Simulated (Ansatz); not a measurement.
An Ansatz (a quantum-chemistry and plane-wave program) run: Sc; Ansatz PBE, no SOC, earlier PAW set.

Input:

Ansatz 0.2 input:
```yaml
crystal:
  lattice:
    - [3.319486526, 0, 0]
    - [-1.659743263, 2.8747596591, 0]
    - [0, 0, 5.1663914116]
  atoms:
    - { symbol: Sc, position: [0.3333333333, 0.6666666667, 0.75] }
    - { symbol: Sc, position: [0.6666666667, 0.3333333333, 0.25] }
basis: { ecutwfc: 420, ecutrho_ratio: 4, xc_grid: 2, fft_grid_basis: typed }
kpoints: { mp_grid: { grid: [16, 16, 9] } }
hamiltonian:
  xc: pbe
  dispersion: none
  pseudopotentials: { azcp: { folder: ./paw }, kind: paw }
scf: { occupations: { method: fermi_dirac, width: 0.05 }, convergence: { dr2_threshold: 0.0000000002 } }
output: { forces: true, stress: true }
checkpoint: { write: state.ck, write_every: 1000 }
```

Output:

```
WARN ansatz: RAYON_NUM_THREADS=1 ignored (pool sized by the plan → 1); use --threads N
Pseudopotentials: kind: paw
Pseudopotential: Sc, paw, valence charge 11
Functional definition: PBE
Crystal: 2 atoms, lattice volume = 49.301 Å³
Basis set: ecut = 420 eV, 965 PW (Γ), exchange–correlation on 48×48×72 points (8 copies of the dense FFT grid, shifted against one another)
Bands: 15, of which v1, the nominal top of the filled ones, is band 11 counted from 1 (10 counted from 0)
Symmetry: 24 space group operations
Space group: P63/mmc (ITA 194), of the structure as read, at distance tolerance 3.7e-5 Å
k-points: 150 of 2304
Initial density: superposition of atomic densities (chi_scale 0.1, normalization cell)
Initial wavefunctions: pseudopotential atomic-orbital guess
Eigensolver: davidson
Functional: x = pbe(κ = 0.804, μ = 0.2195149727645171), c = pbe(β = 0.06672455060314922)
SCF iter   1: F=—  HF=-4271.748499 eV  |F-HF|=—  |Δ(HF+E_count)|=         —  Δρ=2.31e-2  dr2=3.52e-1  ethr=3.10e-3  ⟨swp⟩=3.4  Hψ=8559  notcnv=0
all-band conjugate gradients solve this SCF's bands
preconditioner: auto → none
SCF iter   2: F=—  HF=-4271.674439 eV  |F-HF|=—  |Δ(HF+E_count)|=   7.41e-2  Δρ=1.37e-2  dr2=1.32e-1  ethr=1.60e-3  ⟨swp⟩=2.0  Hψ=3951  notcnv=0
SCF iter   3: F=—  HF=-4271.638163 eV  |F-HF|=—  |Δ(HF+E_count)|=   3.63e-2  Δρ=9.78e-4  dr2=3.07e-4  ethr=5.99e-4  ⟨swp⟩=3.0  Hψ=4182  notcnv=0
SCF iter   4: F=—  HF=-4271.638455 eV  |F-HF|=—  |Δ(HF+E_count)|=   2.91e-4  Δρ=7.12e-5  dr2=1.11e-6  ethr=1.40e-6  ⟨swp⟩=2.7  Hψ=3896  notcnv=0
SCF iter   5: F=—  HF=-4271.638423 eV  |F-HF|=—  |Δ(HF+E_count)|=   3.15e-5  Δρ=1.55e-5  dr2=1.06e-7  ethr=5.05e-9  ⟨swp⟩=2.9  Hψ=4193  notcnv=0
SCF iter   6: F=—  HF=-4271.638423 eV  |F-HF|=—  |Δ(HF+E_count)|=   3.81e-8  Δρ=1.70e-6  dr2=1.47e-9  ethr=4.82e-10  ⟨swp⟩=2.0  Hψ=3667  notcnv=0
SCF iter   7: F=-4271.638423 eV  HF=-4271.638423 eV  |F-HF|=3.27e-11  |Δ(HF+E_count)|=  3.27e-10  Δρ=2.98e-7  dr2=4.50e-11  ethr=1.00e-12  ⟨swp⟩=3.8  Hψ=6544  notcnv=0
SCF 1 converged in 7 iterations: F = -4271.638423 eV  dr2 = 4.50e-11
SCF converged after 7 iterations
Free energy (F): -4271.638423 eV
Harris-Foulkes:  -4271.638423 eV  (|F-HF|=3.27e-11)
Internal energy: -4271.604583 eV  (E = F + TS)
E sigma→0 (E₀):  -4271.621503 eV
Entropy (-TS):   -0.033840 eV (-16.920 meV/atom)
Fermi energy:    9.120988 eV
--- Per-component energies (eV) ---
  E_band       = -340.458394
  E_kinetic    = 412.348101
  E_local      = -1696.336629  (includes V_loc(G=0)·N_el)
  E_nonlocal   = 286.807440
  E_hartree    = 606.263357
  E_xc         = -170.240326
  E_vxc        = -209.083399  (∫ρ·V_xc dr)
  E_paw        = -1981.927887  (= ΣΔE_a)
  E_vpaw       = -346.721013  (= ΣTr[D̂ρ^β])
  E_aug_tail   = 0.000088  (compensation charges beyond the density's cutoff)
  E_ewald      = -1728.518727
  E_smearing   = -0.033840  (= −TS)
  E_closure    = -0.000000  (closes the sum)
  Σ components = -4271.638423   (vs F -4271.638423, Δ=0.00e0)
  [band-id]    e_kinetic+e_local+e_nonlocal+2·e_hartree+e_vxc+e_vpaw+e_augmentation_tail = -340.458699   (vs E_band -340.458394, Δ=-3.05e-4)
--- Forces (eV/Å), atoms counted from 1 ---
  atom   1  Sc     0.00000000    -0.00000000     0.00000000
  atom   2  Sc     0.00000000     0.00000000     0.00000000
  max |Σ_I F_I| component: 1.85e-17 eV/Å
--- Stress (GPa, compression-positive) ---
       -0.003541      -0.000000       0.000000
        0.000000      -0.003541       0.000000
        0.000000       0.000000      -0.007275
  P = ⅓ Tr σ = -0.0048 GPa (-0.048 kbar)
  The stress holds the Pulay correction. Without it, at fixed plane waves, as pw.x and ABINIT print it: P = -0.0095 GPa
  The stress includes an estimate of the error left by incomplete SCF convergence (largest component 0.0003 GPa).
--- Band table ---
  band table: none
```

Stability against distortions was not tested. The final runs are not spin-polarised. The cell is Sc in the hcp (Mg type) structure (space group P6_3/mmc, No. 194).
